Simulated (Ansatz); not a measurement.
The parent structure is Y in the hcp (Mg type) structure (space group P6_3/mmc, No. 194; a = 3.683 Å, c = 5.698 Å).

Level of theory: DFT with r2SCAN, PAW potentials and a 500 eV plane-wave cutoff in Ansatz (an electronic-structure program), scalar-relativistic without spin-orbit coupling.

Base values:

```
Quantity               Result
-------------------  --------
Lattice parameter a  368.3 pm
c/a ratio               1.547
```

Now apply this change: full substitution Y → Sc, then cell and atoms are relaxed.

Question: What happens to the lattice parameter a and c/a ratio?

Answer: The lattice parameter a drops by 35.33 pm to 332.9 pm; the c/a ratio rises by 0.0121 (1.547 → 1.560).

Whether these cells are dynamically stable was not tested. The final runs are not spin-polarised.
